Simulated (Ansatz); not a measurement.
An Ansatz (a quantum-chemistry and plane-wave program) run: ZnF2 with a change (biaxial strain −0.60 %, plane normal [001], relaxed out of plane); DFT with PBEsol, PAW potentials and a 420 eV plane-wave cutoff in Ansatz, no spin-orbit coupling.

Input:

Ansatz 0.2 input:
```yaml
crystal:
  lattice:
    - [4.6890109332, 0, 0]
    - [0, 4.6890109332, 0]
    - [0, 0, 3.1378928465]
  atoms:
    - { symbol: Zn, position: [0, 0, 0] }
    - { symbol: Zn, position: [0.5, 0.5, 0.5] }
    - { symbol: F, position: [0.303828805, 0.303828805, 0] }
    - { symbol: F, position: [0.803828805, 0.196171195, 0.5] }
    - { symbol: F, position: [0.196171195, 0.803828805, 0.5] }
    - { symbol: F, position: [0.696171195, 0.696171195, 0] }
basis: { ecutwfc: 420, ecutrho_ratio: 4, xc_grid: 2, fft_grid_basis: typed }
kpoints: { mp_grid: { grid: [7, 7, 11] } }
hamiltonian:
  xc: pbesol
  dispersion: none
  pseudopotentials: { kind: paw }
scf: { occupations: { method: fermi_dirac, width: 0.05 } }
relax: { f_tol: 0.005, max_steps: 50, cell: { stress_tol: 0.01, fix: [a, b, gamma] } }
output: { forces: true, stress: true }
checkpoint: { write: state.ck, write_every: 1000 }
```

Output (explanatory and most iteration lines left out):

```
Relaxation: its limit of steps is 50 (relax.max_steps)
Pseudopotential: Zn, paw, valence charge 12
Pseudopotential: F, paw, valence charge 7
Crystal: 6 atoms, lattice volume = 68.992 Å³
Basis set: ecut = 420 eV, 1379 PW (Γ), exchange–correlation on 64×64×48 points (8 copies of the dense FFT grid, shifted against one another)
Bands: 32, of which v1, the nominal top of the filled ones, is band 26 counted from 1 (25 counted from 0)
Symmetry: 16 space group operations
Space group: P42/mnm (ITA 136), of the structure as read, at distance tolerance 4.1e-5 Å
k-points: 60 of 539
Functional: x = pbesol(κ = 0.804, μ = 0.12345679012345678), c = pbesol(β = 0.046)
SCF iter   1: F=—  HF=-9766.196478 eV  |F-HF|=—  |Δ(HF+E_count)|=         —  Δρ=1.63e-2  dr2=1.11e-1  ethr=1.77e-3  ⟨swp⟩=5.9  Hψ=8199  notcnv=0
SCF iter   2: F=—  HF=-9766.162813 eV  |F-HF|=—  |Δ(HF+E_count)|=   3.37e-2  Δρ=2.14e-3  dr2=1.26e-3  ethr=2.13e-4  ⟨swp⟩=2.3  Hψ=4037  notcnv=0  defer=108
SCF 1 converged in 7 iterations: F = -9766.163066 eV  dr2 = 1.44e-8
relax step   1: F+E_penalty+E_count = -9766.16306618 eV  Δ(F+E_penalty+E_count) = +0.000e0 eV  max|allowed force component| = 5.762e-3 eV/Å  Δτ_max = 0.0000 Å  P = +0.927 GPa  Ω = 68.992 Å³  fix = [a, b, gamma]  reactions: a +1.099, b +1.099 GPa  (7 SCF iters, dr2 threshold 1.00e-7 eV, accepted)
[... steps on the carried basis left out ...]
relax step   6: F+E_penalty+E_count = -9766.16317449 eV  Δ(F+E_penalty+E_count) = +5.920e-5 eV  max|allowed force component| = 8.442e-6 eV/Å  Δτ_max = 0.0002 Å  P = +0.547 GPa  Ω = 69.183 Å³  energy of the carried Pulay correction = -6.127e-5 eV  fix = [a, b, gamma]  reactions: a +0.819, b +0.819 GPa  (4 SCF iters, dr2 threshold 3.89e-9 eV, accepted)
Crystal: 6 atoms, lattice volume = 69.183 Å³
SCF iter   1: F=—  HF=-9766.163247 eV  |F-HF|=—  |Δ(HF+E_count)|=         —  Δρ=5.02e-6  dr2=5.59e-9  ethr=1.44e-7  ⟨swp⟩=3.0  Hψ=12909  notcnv=0
SCF iter   2: F=—  HF=-9766.163260 eV  |F-HF|=—  |Δ(HF+E_count)|=   1.24e-5  Δρ=2.83e-6  dr2=2.65e-9  ethr=1.07e-11  ⟨swp⟩=3.0  Hψ=4373  notcnv=0
SCF 7 converged in 7 iterations: F = -9766.163260 eV  dr2 = 1.93e-13
SCF converged after 7 iterations
Free energy (F): -9766.163260 eV
Internal energy: -9766.163260 eV  (E = F + TS)
E sigma→0 (E₀):  -9766.163260 eV
Fermi energy:    5.463808 eV
--- Forces (eV/Å), atoms counted from 1 ---
  atom   1  Zn     0.00000000    -0.00000000     0.00000000
  atom   2  Zn     0.00000000    -0.00000000     0.00000000
  atom   3  F     -0.00001553    -0.00001553     0.00000000
  atom   4  F     -0.00001553     0.00001553     0.00000000
  atom   5  F      0.00001553    -0.00001553     0.00000000
  atom   6  F      0.00001553     0.00001553     0.00000000
--- Stress (GPa, compression-positive) ---
        0.819161       0.000000       0.000000
        0.000000       0.819161       0.000000
        0.000000       0.000000       0.003625
  P = ⅓ Tr σ = 0.5473 GPa (5.473 kbar)
--- Relaxed structure (5 steps of the walk, 5 accepted, 2 SCFs on fresh bases) ---
  cell:  # Å, volume = 69.1833 Å³
    - [4.6890109332, 0.0, 0.0]
    - [0.0, 4.6890109332, 0.0]
    - [0.0, 0.0, 3.146580137010591]
  atoms:
    - { symbol: Zn, position: [-1.926849442826937e-21, 1.4118935268323344e-35, 0.0] }
    - { symbol: Zn, position: [0.49999999999999994, 0.49999999999999994, 0.49999999999999994] }
    - { symbol: F, position: [0.30379448593614644, 0.30379448593614644, 0.0] }
    - { symbol: F, position: [0.8037944859361463, 0.19620551406385345, 0.49999999999999994] }
    - { symbol: F, position: [0.19620551406385345, 0.8037944859361463, 0.49999999999999994] }
    - { symbol: F, position: [0.6962055140638536, 0.6962055140638536, 0.0] }
```

No phonon test of stability was made. The cell was made from ZnF2 in the rutile structure (space group P4_2/mnm, No. 136) by this change: biaxial strain −0.60 %, plane normal [001], relaxed out of plane.
